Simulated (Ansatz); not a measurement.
These are PBE (plane waves to 420 eV, PAW; Ansatz, a first-principles code) values and carry that method's errors.

Planar average of the electrostatic potential across the slab, in eV from the Fermi level, for a constructed model of the (100) surface of rock-salt TaC, top plane replaced by VO (bottom of the slab: a bare face, its two planes held):

(z (Å), V (eV)): (4.01, 3.35); (4.30, 3.35); (4.58, 3.35); (4.87, 3.34); (5.16, 3.32); (5.44, 3.29); (5.73, 3.22); (6.02, 3.10); (6.30, 2.86); (6.59, 2.37); (6.88, 1.38); (7.16, -0.67); (7.45, -4.98); (7.73, -12.29); (8.02, -20.75); (8.31, -23.16); (8.59, -17.13); (8.88, -8.75); (9.17, -3.81); (9.45, -3.07); (9.74, -6.83); (10.03, -14.54); (10.31, -22.38); (10.60, -22.97); (10.89, -15.72); (11.17, -7.74); (11.46, -3.65); (11.74, -3.96); (12.03, -8.46); (12.32, -16.55); (12.60, -23.21); (12.89, -21.75); (13.18, -13.61); (13.46, -6.23); (13.75, -2.86); (14.04, -3.93); (14.32, -9.24); (14.61, -17.96); (14.90, -23.65); (15.18, -20.63); (15.47, -12.29); (15.76, -5.95); (16.04, -3.55); (16.33, -5.85); (16.61, -12.11); (16.90, -20.52); (17.19, -23.77); (17.47, -18.22); (17.76, -9.56); (18.05, -4.40); (18.33, -3.93); (18.62, -6.95); (18.91, -11.07); (19.19, -14.24); (19.48, -13.87); (19.77, -8.78); (20.05, -1.85); (20.34, 0.89); (20.62, 1.89); (20.91, 2.33); (21.20, 2.52); (21.48, 2.61); (21.77, 2.66); (22.06, 2.68); (22.34, 2.69); (22.63, 2.70); (22.92, 2.70); (23.20, 2.70); (23.49, 2.71); (23.78, 2.71)

Slab: 12 atoms, 11.0 Å thick at the start; k 12x12x1, smearing 0.1 eV, dipole-corrected; 4 atoms held, the rest relaxed; symmetry of the start imposed; spin-polarised, ending with about 1.8 μB a cell; orders that need a larger cell were not tried, no spin-orbit, no U. It is one candidate, not shown to be the stable structure of the face.

Question: The surface cell has an area of 10.02 Å². What dipole along the normal does the step between the two vacuum levels imply?

Answer: the top vacuum level lies 0.65 eV below the bottom one; p = −ε₀ A ΔV (ε₀ = 0.005526 e/(V·Å)) gives 0.04 e·Å a cell.
